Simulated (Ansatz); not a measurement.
## CsGeBr₃ (Pm-3m, No. 221, 5 atoms in the cell; start mp-570223; high-temperature phase)

Method: r²SCAN+rVV10 in Ansatz (plane waves, PAW).

Settings: plane-wave cutoff 560 eV, 6×6×6 k mesh, Fermi–Dirac smearing 0.01 eV, scalar-relativistic PAW data made under PBE.

Cell (relaxed at this level):

```yaml
crystal:
  lattice:
    - [5.49357, 0.00000, 0.00000]
    - [0.00000, 5.49357, 0.00000]
    - [0.00000, 0.00000, 5.49357]
  atoms:
    - { symbol: Cs, position: [0.00000, 0.00000, 0.00000] }
    - { symbol: Ge, position: [0.50000, 0.50000, 0.50000] }
    - { symbol: Br, position: [0.50000, 0.50000, 0.00000] }
    - { symbol: Br, position: [0.00000, 0.50000, 0.50000] }
    - { symbol: Br, position: [0.50000, 0.00000, 0.50000] }
```

| Quantity | Value |
|---|---|
| band gap | 0.56 eV |
| direct gap at Γ | 6.07 eV |

Note: held by symmetry at 0 K, a high-temperature phase can be a saddle point.

Spin–orbit coupling is not included.

Static lattice: no zero-point or thermal effects.

The result took about 15 core-seconds (a rough figure).

A start named mp-… is a Materials Project structure, which need not be a measured phase.

Ansatz is an electronic-structure program.
